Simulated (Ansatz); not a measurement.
## Cubic perovskite CsPbCl3 (cubic high-temperature phase)

The numbers are results of LDA in Ansatz (plane waves, PAW), not measurements.

Run with plane-wave cutoff 500 eV, 8×8×8 k mesh, gaussian smearing 0.02 eV, scalar-relativistic PAW data made under PBE.

Cell: relaxed at this level.

```json
{
  "volume_per_atom": "33.64 Å³/atom",
  "equilibrium_lattice_constant_a": "5.520 Å",
  "band_gap": "1.53 eV (on the SCF k mesh)"
}
```

Note: the relaxation could not lower the start's symmetry, so the cell can be a saddle point above a distorted one.

Spin–orbit coupling is not included; with these elements it can move the gap by several tenths of an eV or more.

Static lattice: no zero-point or thermal effects.

The result took very roughly 60 core-seconds.

Ansatz is a quantum-chemistry and plane-wave program.
